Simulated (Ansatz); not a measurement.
# Hf2BSe (space group P6_3/mmc, No. 194; a hypothetical phase, not in the database extracts checked)

```xyz
8
Lattice="3.4976 0.0000 0.0000 -1.7488 3.0290 0.0000 0.0000 0.0000 12.4158" Properties=species:S:1:pos:R:3 pbc="T T T"
Hf     0.0000     2.0193     4.9692
Hf     1.7488     1.0097     7.4466
Hf     1.7488     1.0097    11.1771
Hf     0.0000     2.0193     1.2387
B      0.0000     0.0000     6.2079
B      0.0000     0.0000     0.0000
Se     1.7488     1.0097     3.1039
Se     0.0000     2.0193     9.3118
```

Calculations: PBEsol, PAW, 420 eV (Ansatz, a quantum-chemistry and plane-wave program; scalar-relativistic without spin-orbit coupling). Γ-centred 15×15×4 mesh, Fermi–Dirac width 0.05 eV.

| Property | Result |
|---|---|
| Volume per atom | 16.44 Å³ |
| Density | 11.28 g/cm³ |
| Band gap | zero |
| Total energy | -9194.329 eV/atom (σ→0; compares only within this code and set-up) |

No phonon test of stability was made. The final runs are not spin-polarised.
